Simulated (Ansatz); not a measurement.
The parent structure is Li in the bcc (W type) structure (space group Im-3m, No. 229; a = 3.476 Å; relaxed with 0.1 eV smearing). Axes: x, y, z lie along the cube axes.

Method: r2SCAN/PAW in Ansatz (an electronic-structure program), no spin-orbit coupling, earlier PAW set.

Strains are applied to the cell and any free atomic positions relax.

One change was made to it. Results:

```csv
quantity,base,after
shortest interatomic distance,3.011 Å,3.003 Å
"pressure (mean of the normal stresses, compression positive)",0.0 GPa,0.1 GPa
```

### Question
Which change produced these results?
A. uniaxial strain ε_yy = −5.68 %
B. strain tensor (xx, yy, zz, yz, xz, xy) = (−0.06, +2.07, −1.02, −0.02, +1.14, −0.85) %
C. uniaxial strain ε_yy = −0.74 %
D. isotropic strain +5.60 %
E. strain tensor (xx, yy, zz, yz, xz, xy) = (+0.32, −1.71, +0.12, +0.86, −0.48, −0.10) %

### Answer
C, uniaxial strain ε_yy = −0.74 %. For comparison, the shortest interatomic distance in the other runs: strain tensor (xx, yy, zz, yz, xz, xy) = (−0.06, +2.07, −1.02, −0.02, +1.14, −0.85) % gives 2.981 Å; uniaxial strain ε_yy = −5.68 % gives 2.955 Å; strain tensor (xx, yy, zz, yz, xz, xy) = (+0.32, −1.71, +0.12, +0.86, −0.48, −0.10) % gives 2.973 Å; isotropic strain +5.60 % gives 3.179 Å.

Stability against distortions was not tested.
